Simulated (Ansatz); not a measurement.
We consider LiNbO3 (R-3c, No. 167, 10 atoms in the cell; start mp-552588; high-temperature phase), described by PBE0 (PAW; Ansatz, an electronic-structure program).

Numerical settings: plane-wave cutoff 460 eV, 6×6×6 k mesh, Fermi–Dirac smearing 0.01 eV, no spin polarisation, scalar-relativistic PAW data made under PBE.

Cell (relaxed with PBEsol):

```yaml
crystal:
  lattice:
    - [2.59124, 1.49605, 4.54921]
    - [-2.59124, 1.49605, 4.54921]
    - [0.00000, -2.99210, 4.54921]
  atoms:
    - { symbol: Li, position: [0.25000, 0.25000, 0.25000] }
    - { symbol: Li, position: [0.75000, 0.75000, 0.75000] }
    - { symbol: Nb, position: [0.50000, 0.50000, 0.50000] }
    - { symbol: Nb, position: [0.00000, 0.00000, 0.00000] }
    - { symbol: O, position: [0.12957, 0.37043, 0.75000] }
    - { symbol: O, position: [0.87043, 0.62957, 0.25000] }
    - { symbol: O, position: [0.75000, 0.12957, 0.37043] }
    - { symbol: O, position: [0.25000, 0.87043, 0.62957] }
    - { symbol: O, position: [0.37043, 0.75000, 0.12957] }
    - { symbol: O, position: [0.62957, 0.25000, 0.87043] }
```

Problem. Give the computed band gap and smallest direct gap on the k points sampled.

Solution. 
- band gap: 4.71 eV
- smallest direct gap on the k points sampled: 4.80 eV

Note: held by symmetry at 0 K, a high-temperature phase can be a saddle point; cell and atoms aren't relaxed at this level (largest force component 0.09 eV/Å, pressure -1.8 GPa).

Spin–orbit coupling is not included.

The computed numbers hold no vibrational or temperature effects.

The result took roughly 13 core-minutes.

A start named mp-… is a Materials Project structure, which need not be a measured phase.
